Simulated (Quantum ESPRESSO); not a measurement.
Quantum ESPRESSO 7.5, DFT, PBE, plane waves, SSSP 1.1.2 efficiency PBE: wurtzite GaN (Ga4N4), 8 atoms. Basis and mesh were picked for this test and aren't claimed converged.

```
Quantity                                             Value
------------------------  --------------------------------
cell                      6.38, 3.19, 5.18 Å; 90, 90, 120°
task                                                   scf
k mesh                                               7×7×4
ecutwfc                                              45 Ry
ecutrho                                             360 Ry
occupations                                          fixed
conv_thr                                          8e-09 Ry
tprnfor                                               true
tstress                                              false
k-point pools (-nk)                                      8
diagonalization                            david (default)
k-points computed                                       60
bands                                                   36
electrons                                               72
G-vectors of the density                             71129
FFT grid                                          75×40×60
symmetry operations                                      2
```

One run each.

All on 8 ranks. Base settings, kept where nothing else is said: mixing_mode = plain (default), mixing_beta = 0.7 (default), mixing_ndim = 8 (default). The settings tried:
- mixing_beta = 1
- mixing_mode = TF
- mixing_mode = local-TF, mixing_beta = 0.4
- mixing_ndim = 2
- mixing_beta = 0.2
- mixing_ndim = 4
- mixing_mode = local-TF
- mixing_beta = 0.4
- mixing_mode = TF, mixing_beta = 0.1
- mixing_mode = TF, mixing_beta = 1
- mixing_mode = TF, mixing_beta = 0.2
- mixing_mode = local-TF, mixing_beta = 0.2
- mixing_mode = TF, mixing_beta = 0.4
- mixing_ndim = 16
- mixing_mode = local-TF, mixing_beta = 0.1
- mixing_beta = 0.1
- the base settings

Question: Name the extremes by SCF iterations: fewest, most, and any that don't converge.

Answer: Fewest SCF iterations: mixing_ndim = 2 (15). Most among those that reach the base run's result: mixing_mode = local-TF, mixing_beta = 0.1 (50); mixing_mode = local-TF, mixing_beta = 0.2 (46); mixing_mode = TF, mixing_beta = 0.1 (46). All converged.

| setting | SCF iterations | end |
|---|---|---|
| mixing_ndim = 2 | 15 | converged |
| mixing_ndim = 4 | 20 | converged |
| mixing_mode = TF, mixing_beta = 1 | 21 | converged |
| mixing_beta = 0.4 | 23 | converged |
| mixing_mode = TF, mixing_beta = 0.4 | 23 | converged |
| mixing_mode = TF | 23 | converged |
| the base settings | 24 | converged |
| mixing_mode = local-TF, mixing_beta = 0.4 | 24 | converged |
| mixing_mode = local-TF | 25 | converged |
| mixing_beta = 0.2 | 27 | converged |
| mixing_beta = 1 | 28 | converged |
| mixing_ndim = 16 | 30 | converged |
| mixing_beta = 0.1 | 31 | converged |
| mixing_mode = TF, mixing_beta = 0.2 | 32 | converged |
| mixing_mode = TF, mixing_beta = 0.1 | 46 | converged |
| mixing_mode = local-TF, mixing_beta = 0.2 | 46 | converged |
| mixing_mode = local-TF, mixing_beta = 0.1 | 50 | converged |
